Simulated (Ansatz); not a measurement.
Abridged Ansatz (a first-principles code) output:

```
Relaxation: its limit of steps is 50 (relax.max_steps)
Pseudopotential: Ge, paw, valence charge 14
Crystal: 4 atoms, lattice volume = 101.255 Å³
Basis set: ecut = 420 eV, 1939 PW (Γ), exchange–correlation on 72×72×72 points (8 copies of the dense FFT grid, shifted against one another)
Bands: 34, of which v1, the nominal top of the filled ones, is band 28 counted from 1 (27 counted from 0)
Symmetry: 8 space group operations
k-points: 125 of 729
Functional: x = pbe(κ = 0.804, μ = 0.2195149727645171), c = pbe(β = 0.06672455060314922)
SCF iter   1: F=—  HF=-17179.600688 eV  |F-HF|=—  |Δ(HF+E_count)|=         —  Δρ=1.07e-3  dr2=1.41e-3  ethr=1.77e-3  ⟨swp⟩=6.1  Hψ=16340  notcnv=0  defer=1
SCF iter   2: F=—  HF=-17179.599475 eV  |F-HF|=—  |Δ(HF+E_count)|=   1.21e-3  Δρ=8.85e-4  dr2=8.09e-4  ethr=2.51e-6  ⟨swp⟩=2.0  Hψ=8171  notcnv=0  defer=4
SCF 1 converged in 8 iterations: F = -17179.599386 eV  dr2 = 5.70e-8
relax step   1: F+E_penalty+E_count = -17179.59938630 eV  Δ(F+E_penalty+E_count) = +0.000e0 eV  max|allowed force component| = 8.897e-5 eV/Å  Δτ_max = 0.0000 Å  P = -0.001 GPa  Ω = 101.255 Å³  (8 SCF iters, dr2 threshold 1.00e-7 eV, accepted)
[... steps on the carried basis left out ...]
relax step   9: F+E_penalty+E_count = -17179.30744839 eV  Δ(F+E_penalty+E_count) = -1.088e-7 eV  max|allowed force component| = 1.883e-5 eV/Å  Δτ_max = 0.0000 Å  P = +2.666 GPa  Ω = 95.833 Å³  stress off target by 1.06e-3 GPa  SCF on the basis re-selected at this cell (its energy is not comparable with the rows above)  (8 SCF iters)
SCF converged after 8 iterations
Free energy (F): -17179.307448 eV
Internal energy: -17179.304201 eV  (E = F + TS)
E sigma→0 (E₀):  -17179.305825 eV
Entropy (-TS):   -0.003247 eV (-0.812 meV/atom)
Fermi energy:    7.791085 eV
--- Forces (eV/Å), atoms counted from 1 ---
  atom   1  Ge    -0.00000436     0.00001883     0.00000000
  atom   2  Ge     0.00000436     0.00001883     0.00000000
  atom   3  Ge    -0.00000436    -0.00001883    -0.00000000
  atom   4  Ge     0.00000436    -0.00001883    -0.00000000
--- Stress (GPa, compression-positive) ---
        7.998941       0.000000      -0.000000
        0.000000      -0.000129       0.000000
       -0.000000       0.000000      -0.000046
  P = ⅓ Tr σ = 2.6663 GPa (26.663 kbar)
--- Relaxed structure (7 steps of the walk, 7 accepted, 2 SCFs on fresh bases) ---
  cell:  # Å, volume = 95.8329 Å³
    - [-3.1450364615767916, 3.653987110428809, 2.0847888028197654]
    - [3.1450364615767916, -3.653987110428809, 2.0847888028197654]
    - [3.1450364615767916, 3.653987110428809, -2.0847888028197654]
  atoms:
    - { symbol: Ge, position: [0.1720396637086416, 0.1950621885722505, 0.3671018522808921] }
    - { symbol: Ge, position: [0.17203966370864143, 0.8049378114277495, -0.023022524863609062] }
    - { symbol: Ge, position: [0.8279603362913586, 0.1950621885722505, 0.023022524863609062] }
    - { symbol: Ge, position: [0.8279603362913583, 0.8049378114277493, 0.632898147719108] }
```

Problem. What was computed, and what are the main results?

Solution. Ge, 4 atoms in the cell, with PBE/PAW in Ansatz, without spin-orbit coupling, from a series relaxed to a target (uniaxial stress, 8 GPa compression along x). The last SCF converged to F = -17179.307448 eV, or -4294.8269 eV per atom. The total energy compares only with runs of the same code, potentials and settings.

The mesh was chosen for an insulator and is coarse for the gapless case. Without a gap, meshes like the base's 9×9×9 leave anisotropic stresses uncertain by several tenths of a GPa, and small strain energies with them. Load acts through the strain it causes; cell and atoms are relaxed under it. Beyond what the load breaks, stability against distortions was not tested. The cell was made from Ge (space group I4/mmm, No. 139; a hypothetical phase, not in the database extracts checked) by this change: uniaxial stress, 8 GPa compression along x.

Keys are those of Ansatz 0.2.
